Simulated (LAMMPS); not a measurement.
Simulation of Ni3Al (L1_2), 4000 atoms, at 1480 K and 0 GPa, heated as the crystal.

Computed with classical MD, pair style eam/alloy, file NiAlH_jea.eam.alloy (LAMMPS).

```
Property                                                                            Result
---------------------------------------  -------------------------------------------------
state found                                            crystal; no diffusion seen in 30 ps
density                                                              6.8507 ± 0.0004 g/cm³
volume per atom                                                        12.3050 ± 0.0007 Å³
enthalpy per atom                                                      -4.1756 ± 0.0003 eV
first peak of g(r), Al-Ni                                               2.53 Å, height 5.1
coordination number of Al by Ni                                   12.0 (counted to 3.54 Å)
coordination number of Ni by Al                                   4.00 (counted to 3.54 Å)
first peak of g(r), Ni-Ni                                               2.54 Å, height 3.1
coordination number of Ni by Ni                                    8.1 (counted to 3.18 Å)
most common Ni-Al-Ni angle                in the 3° bin centred on 58.5° (mean of all 97°)
most common Al-Ni-Ni angle                in the 3° bin centred on 58.5° (mean of all 90°)
most common Ni-Ni-Ni angle               in the 3° bin centred on 58.5° (mean of all 101°)
mean frequency of the velocity spectrum                                            6.4 THz
cost                                                                roughly 4 core-minutes
```

Potential: file NiAlH_jea.eam.alloy of the LAMMPS distribution; its header cites Moody and Baskes, Modell Sim Mater Sci Eng, 3, 289-307 (1995).

States go by the mean squared displacement: a species diffuses where it passes 1.5 Å², still rises and gives D over 1e-6 cm²/s; a crystal has left its structure where atoms lie 0.35 Å off their sites on average or a cubic box changes its shape by 3 %.

The ± values are statistical; the model's systematic error is not in them.

```
frequency (THz)  spectral density (1/THz), total  spectral density (1/THz), Al  spectral density (1/THz), Ni
---------------  -------------------------------  ----------------------------  ----------------------------
0.09350                                   0.0002                        0.0000                        0.0001
0.4670                                    0.0019                        0.0002                        0.0016
0.8405                                    0.0069                        0.0008                        0.0060
1.215                                     0.0128                        0.0015                        0.0113
1.587                                     0.0223                        0.0025                        0.0198
1.962                                     0.0351                        0.0037                        0.0314
2.335                                     0.0546                        0.0054                        0.0493
2.708                                     0.0828                        0.0066                        0.0762
3.083                                     0.1184                        0.0072                        0.1113
3.456                                     0.1422                        0.0082                        0.1340
3.830                                     0.1518                        0.0107                        0.1411
4.204                                     0.1791                        0.0154                        0.1637
4.576                                     0.2005                        0.0190                        0.1816
4.950                                     0.1889                        0.0169                        0.1720
5.324                                     0.1581                        0.0134                        0.1447
5.697                                     0.1338                        0.0117                        0.1221
6.072                                     0.1171                        0.0104                        0.1067
6.444                                     0.0973                        0.0090                        0.0883
6.819                                     0.0843                        0.0086                        0.0757
7.192                                     0.0714                        0.0090                        0.0624
7.566                                     0.0571                        0.0104                        0.0466
7.939                                     0.0464                        0.0127                        0.0337
8.312                                     0.0420                        0.0159                        0.0261
8.686                                     0.0433                        0.0218                        0.0215
9.060                                     0.0485                        0.0298                        0.0187
9.433                                     0.0587                        0.0405                        0.0182
9.808                                     0.0719                        0.0524                        0.0195
10.18                                     0.0863                        0.0647                        0.0216
10.55                                     0.0922                        0.0703                        0.0219
10.93                                     0.0746                        0.0562                        0.0184
11.30                                     0.0502                        0.0372                        0.0130
11.68                                     0.0303                        0.0219                        0.0084
12.05                                     0.0196                        0.0139                        0.0057
12.42                                     0.0145                        0.0102                        0.0043
12.80                                     0.0114                        0.0080                        0.0034
13.17                                     0.0094                        0.0064                        0.0029
13.54                                     0.0083                        0.0058                        0.0025
13.92                                     0.0074                        0.0052                        0.0022
14.29                                     0.0063                        0.0045                        0.0018
14.66                                     0.0055                        0.0039                        0.0016
15.04                                     0.0049                        0.0035                        0.0014
15.41                                     0.0045                        0.0032                        0.0012
15.79                                     0.0039                        0.0029                        0.0010
16.16                                     0.0033                        0.0024                        0.0008
16.53                                     0.0028                        0.0021                        0.0007
16.91                                     0.0023                        0.0017                        0.0006
17.28                                     0.0018                        0.0013                        0.0005
17.65                                     0.0015                        0.0011                        0.0004
18.03                                     0.0012                        0.0009                        0.0003
18.40                                     0.0010                        0.0007                        0.0003
```
